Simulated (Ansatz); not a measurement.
# Effective masses and thermopower of SiC (I-4m2)

Data:

```xyz
2
Lattice="0.0000 2.1749 2.1920 2.1749 0.0000 2.1920 2.1749 2.1749 0.0000" Properties=species:S:1:pos:R:3 pbc="T T T"
Si     1.0875     1.0875     1.0960
C      0.0000     0.0000     0.0000
```

All values below come from PBEsol with spin-orbit coupling, rigid bands (plane waves, PAW; Ansatz, a first-principles code). Condition of this run: uniaxial stress zz = -2 GPa (compression positive) (the target of the relaxation). How the cell was made: cell and atoms relaxed with PBEsol, then loaded as said.

```json
{
 "band_gap": "1.20 eV",
 "electron conductivity mass (300 K, dilute)": "0.34 (x), 0.34 (y), 0.24 (z) mₑ",
 "hole conductivity mass (300 K, dilute)": "0.66 (x), 0.66 (y), 0.74 (z) mₑ",
 "effective density of states N_c (300 K)": "1.0e19 cm⁻³",
 "effective density of states N_v (300 K)": "8.7e19 cm⁻³",
 "density_of_states_mass_electrons": "0.54 mₑ",
 "density_of_states_mass_holes": "2.3 mₑ",
 "Seebeck coefficient, n-type 1e19 cm⁻³, 300 K": "-230 μV/K",
 "best n-type power factor at 300 K for τ = 10 fs (best axis; densities from 1e16 to 1e21 cm⁻³ tried, whether or not they can be reached)": "7.1 μW/(cm·K²) at 3e19 cm⁻³",
 "Seebeck coefficient, p-type 1e19 cm⁻³, 300 K": "427 μV/K",
 "best p-type power factor at 300 K for τ = 10 fs (best axis; densities from 1e16 to 1e21 cm⁻³ tried, whether or not they can be reached)": "29 μW/(cm·K²) at 3e20 cm⁻³"
}
```

Rigid bands; masses and Seebeck coefficients take one relaxation time τ for all states and one kind of carrier; polarons and phonon drag are left out.
